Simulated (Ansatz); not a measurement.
What biaxial strain −1.50 %, plane normal [001], relaxed out of plane does to ZrSe2

Consider ZrSe₂ in the CdI2 type structure (space group P-3m1, No. 164; a = 3.660 Å, c = 5.841 Å; layered, stacked along the Cartesian z axis; relaxed with 0.1 eV smearing). Axes: x lies along a and z along c of the hexagonal cell.

It is then changed as follows: biaxial strain −1.50 %, plane normal [001], relaxed out of plane (Cartesian); in-plane vectors clamped, the third vector and the atoms free.

Method: PBEsol-D3(BJ) in Ansatz (plane waves to 420 eV, PAW, scalar-relativistic without spin-orbit coupling). k-mesh 18×18×10 (Γ-centred); smearing 0.1 eV (Fermi–Dirac).

```tsv
quantity	base	changed	shift
volume per atom	22.59 Å³	22.05 Å³	-0.54 Å³
space group	P-3m1 (No. 164)	P-3m1 (No. 164)	–
shortest interatomic distance	2.655 Å	2.647 Å	-0.0089 Å
pressure (mean of the normal stresses, compression positive)	0.0 GPa	1.4 GPa	+1.4 GPa
band gap	zero	zero	–
out-of-plane strain	–	+0.60 %	–
mean in-plane stress (compression positive)	–	+2.0 GPa	–
```

Final structure (turned so that z lies along the plane normal):

```xyz
3
Lattice="3.6049 0.0000 0.0000 1.8025 3.1220 0.0000 0.0000 0.0000 5.8765" Properties=species:S:1:pos:R:3 pbc="T T T"
Zr     0.0000     0.0000     0.0000
Se     1.8025     1.0407     1.6348
Se     3.6049     2.0813     4.2417
```

Cost of the whole job for the changed cell (relaxation, final SCF and bands): roughly 2.3 core-minutes.

Stability against distortions was not tested. All final runs are without spin polarisation. A zero or small gap of ZrSe2 can be the functional's error rather than a property of the material.

Ansatz is a program for electronic structure.
